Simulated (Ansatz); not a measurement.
BN (model structure, started from the tenorite type, C2/c, No. 15, 4 atoms in the cell) was calculated with PBEsol (Ansatz, a quantum-chemistry and plane-wave program, PAW).

Numerical settings: plane-wave cutoff 500 eV, 16×16×10 k mesh (along the axes of the cell as run), Fermi–Dirac smearing 0.05 eV, scalar-relativistic PAW data made under PBE.

Cell (relaxed at this level):

```
BN
1.0
    2.14226    -1.25302    -0.19000
    2.14226     1.25302    -0.19000
   -1.18792     0.00000     4.16730
B N
2 2
Direct
  0.00000   0.50000   0.00000
  0.50000   0.00000   0.50000
  0.67625   0.32375   0.25000
  0.32375   0.67625   0.75000
```

Task: Estimate the band gap that the calculation returns.

Result: 
- band gap = 1.77 eV (on the SCF k mesh)

Note: the relaxation could raise the start's symmetry but not lower it, so the cell can be a saddle point.

Computed values are for the static lattice.

It cost about 5 core-minutes (a rough figure) of CPU time.

A model structure was made by putting elements into a prototype or built by hand; it is no filed structure, need not be a known phase, and can be a saddle point held by its symmetry.
